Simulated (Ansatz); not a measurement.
Results of PBEsol (Ansatz, a first-principles code, PAW) for Ca3SnH2 (Cmcm, No. 63, 12 atoms in the cell; start COD 4323536).

Numerical settings: plane-wave cutoff 520 eV, 6×6×8 k mesh (along the axes of the cell as run), Fermi–Dirac smearing 0.01 eV, scalar-relativistic PAW data made under PBE.

Cell (relaxed at this level):

```
Ca3SnH2
1.0
    4.37078    -5.60402     0.00000
    4.37078     5.60402     0.00000
    0.00000     0.00000     5.20478
Sn Ca H
2 6 4
Direct
  0.69139   0.30861   0.75000
  0.30861   0.69139   0.25000
  0.40787   0.18611   0.25000
  0.59213   0.81389   0.75000
  0.18611   0.40787   0.75000
  0.81389   0.59213   0.25000
  0.11008   0.88992   0.75000
  0.88992   0.11008   0.25000
  0.15097   0.15097   0.50000
  0.84903   0.84903   0.50000
  0.84903   0.84903   0.00000
  0.15097   0.15097   0.00000
```

Problem. Estimate the band gap that the calculation returns.

Solution. 
* **band gap**: 0.06 eV

Spin–orbit coupling is not included; it can close the smallest gap of 0.06 eV.

The computed numbers hold no vibrational or temperature effects.
